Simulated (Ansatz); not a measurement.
Defect: interstitial Si in beta Ga2O3, charge state +4. Method: PBE, PAW (plane waves to 420 eV; Ansatz, an electronic-structure program).

Settings: 120 host sites, the relaxed PBE lattice, the Γ point alone, smearing 0.01 eV, spin-restricted, no image-charge correction. Energies are static. The charge state is imposed; whether it is stable for some Fermi level was not computed. Sites that were not tried may lie lower. The start lies 1.07 eV above the lowest site run (PBE).

Barriers: single points on a 2×2×2 k-point mesh shifted by half a step at the bands' geometries (they differ from the bands' own by up to 0.06 eV, and are uncertain by about as much).

Relaxed starting cell (atoms counted from 1):

```xyz
121
Lattice="12.4550 0.0000 0.0000 0.0000 9.2503 0.0000 -2.7827 0.0000 11.4204" Properties=species:S:1:pos:R:3 pbc="T T T"
Ga     0.0108    -0.0008     4.5828
Ga    -1.3431     0.0155    10.2807
Ga     0.0107     3.0846     4.5427
Ga    -1.3657     3.0938    10.1898
Ga     0.0199     6.1281     4.5735
Ga    -1.3719     6.1840    10.2325
Ga     4.7901     1.5497     1.1506
Ga     3.4268     1.5470     6.8465
Ga     4.8166     4.6148     1.1914
Ga     3.4530     4.6209     6.8463
Ga     4.8209     7.7143     1.2327
Ga     3.3659     7.6972     7.0428
Ga     1.4886     1.5889     1.7489
Ga     0.2202     1.5444     7.5019
Ga     1.4912     4.6250     1.7326
Ga     0.1864     4.6073     7.5008
Ga     1.4991     7.7113     1.7767
Ga     0.1750     7.6748     7.5433
Ga     3.1660     0.0950     3.8120
Ga     1.8949     0.0001     9.6812
Ga     3.2254     3.1005     3.9014
Ga     1.9230     3.0907     9.6087
Ga     3.2069     6.0645     3.8089
Ga     1.8907     6.1569     9.6993
O      1.8599     0.0220     0.6529
O      0.5270    -0.0352     6.3580
O      1.8277     3.0996     0.5742
O      0.5222     3.0765     6.3216
O      1.8393     6.1809     0.6145
O      0.5451     6.1599     6.3487
O      2.8950     1.5671     5.0767
O      1.5755     1.5551    10.7829
O      2.8905     4.6171     5.0832
O      1.6059     4.6070    10.8132
O      3.2312     7.6971     5.1422
O      1.5847     7.7128    10.8495
O      1.3309    -0.0108     3.2378
O      0.0015     0.0030     8.9540
O      1.3302     3.0882     3.1911
O      0.0311     3.0926     8.9198
O      1.3433     6.1765     3.2280
O      0.0210     6.1395     8.9595
O      3.4087     1.5917     2.4489
O      2.1143     1.5233     8.1882
O      3.4029     4.5975     2.4440
O      2.1311     4.6286     8.1896
O      3.4071     7.6924     2.4937
O      2.0473     7.7049     8.2797
O      5.8221     0.0240     1.4660
O      4.4836    -0.0244     7.0672
O      5.8214     3.0715     1.4926
O      4.5096     3.0621     7.1012
O      5.8336     6.1593     1.4841
O      4.5091     6.2023     7.0883
O     -1.0111     1.5273     4.2923
O     -2.3697     1.5377     9.9201
O     -1.0118     4.6175     4.2374
O     -2.3757     4.6414     9.9081
O     -0.9540     7.6924     4.2837
O     -2.3775     7.7387     9.9752
Ga     6.0908     1.5803     4.2551
Ga     4.8278     1.5387    10.2503
Ga     6.2671     4.6649     4.5466
Ga     4.7954     4.6265    10.2449
Ga     5.1944     7.6874     4.9682
Ga     4.8327     7.7116    10.3471
Ga    11.0291     0.0303     1.1710
Ga     9.8464    -0.0245     7.2073
Ga    11.0542     3.1173     1.1201
Ga     9.6717     3.0547     6.8433
Ga    11.0346     6.1996     1.1678
Ga     9.6949     6.1252     6.8873
Ga     7.7351     0.0564     1.8271
Ga     6.2870    -0.0027     7.7328
Ga     7.7594     3.0703     1.7363
Ga     6.3447     3.2324     7.6532
Ga     7.7421     6.0472     1.7177
Ga     6.4006     6.1181     7.6140
Ga     9.6196     1.6792     3.7512
Ga     8.1691     1.5615     9.6380
Ga     9.5091     4.6307     3.9452
Ga     8.1768     4.6667     9.6716
Ga     9.6743     7.6247     3.8295
Ga     8.1608     7.7282     9.6847
O      8.1540     1.5266     0.5937
O      6.9475     0.9267     5.8393
O      8.1400     4.5846     0.5813
O      6.7292     4.6428     6.3526
O      8.0552     7.7085     0.7569
O      6.7208     7.7209     6.1969
O      9.2428    -0.2116     5.3979
O      7.7287     0.0297    10.8017
O      9.1596     3.0426     5.0515
O      7.7839     3.1016    10.7480
O      9.2045     6.1778     5.0890
O      7.7492     6.1968    10.8007
O      7.6223     1.6020     3.1576
O      6.1867     1.5765     8.8466
O      7.6126     4.6654     3.2183
O      6.2219     4.6565     8.9811
O      7.5932     8.1526     3.7155
O      6.1878     7.7001     8.9430
O      9.6903     0.0183     2.5747
O      8.2570    -0.0195     8.2247
O      9.6825     3.1309     2.4330
O      8.2478     3.0146     8.1107
O      9.6137     6.2163     2.4662
O      8.2869     6.1937     8.1846
O     12.0038     1.5687     1.4732
O     10.7237     1.5587     7.1966
O     12.0105     4.6607     1.4446
O     10.6734     4.5852     7.1558
O     12.0017     7.7387     1.4890
O     10.7178     7.6297     7.2850
O      5.0731     0.0462     4.0813
O      3.8851    -0.0133     9.9046
O      5.2022     3.1435     4.2816
O      3.8695     3.0748     9.9081
O      5.1590     6.0884     4.1370
O      3.8667     6.1879     9.9441
Si     7.6396    -0.4738     5.2370
```
Cell charge +4.

End state 1 differs by these moves (Å; atoms that move under 0.15 Å are left out):

| atom | element | Δx | Δy | Δz |
|---|---|---|---|---|
| 8 | Ga | -0.06 | 0.01 | 0.20 |
| 12 | Ga | 0.06 | 0.01 | -0.20 |
| 19 | Ga | 0.00 | -0.18 | 0.00 |
| 31 | O | 0.34 | -0.01 | 0.07 |
| 35 | O | -0.34 | -0.01 | -0.07 |
| 61 | Ga | -0.90 | -0.01 | 0.71 |
| 65 | Ga | 0.90 | -0.01 | -0.71 |
| 85 | O | -0.10 | 0.02 | 0.16 |
| 86 | O | -0.23 | 0.61 | 0.36 |
| 89 | O | 0.10 | 0.02 | -0.16 |
| 90 | O | 0.23 | 0.61 | -0.36 |
| 91 | O | 0.00 | 0.43 | 0.00 |
| 97 | O | -0.03 | -0.50 | 0.56 |
| 101 | O | 0.03 | -0.50 | -0.56 |
| 117 | O | -0.04 | 0.02 | -0.14 |
| 119 | O | 0.04 | 0.02 | 0.14 |
| 121 | Si | 0.00 | 0.95 | 0.00 |

### Question
Predict the forward and backward barriers to end state 1 from PBE, PAW.

### Answer
forward 0.60 eV, backward 0.60 eV; at the saddle point atom 61 has neighbours O at 1.76, O at 1.83, 2 O at 1.93 Å. The saddle point's order was not checked.
